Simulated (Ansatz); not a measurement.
System: cubic perovskite KZnF₃. Method: PBE0 (Ansatz, a quantum-chemistry and plane-wave program, PAW).

Run with plane-wave cutoff 460 eV, 6×6×6 k mesh, Fermi–Dirac smearing 0.01 eV, scalar-relativistic PAW data made under PBE.

The cell has the measured lattice: a = b = c = 4.055 Å, α = β = γ = 90.00°.

Question: Estimate the band gap and smallest direct gap on the k points sampled that the calculation returns.

Answer: 
band gap: 7.09 eV (on the SCF k mesh) (indirect)
smallest direct gap on the k points sampled: 8.77 eV

Note: cell and atoms aren't relaxed at this level (pressure 1.3 GPa).

Computed values are for the static lattice.

Cost on a shared machine: around 2.3 core-minutes (rough).
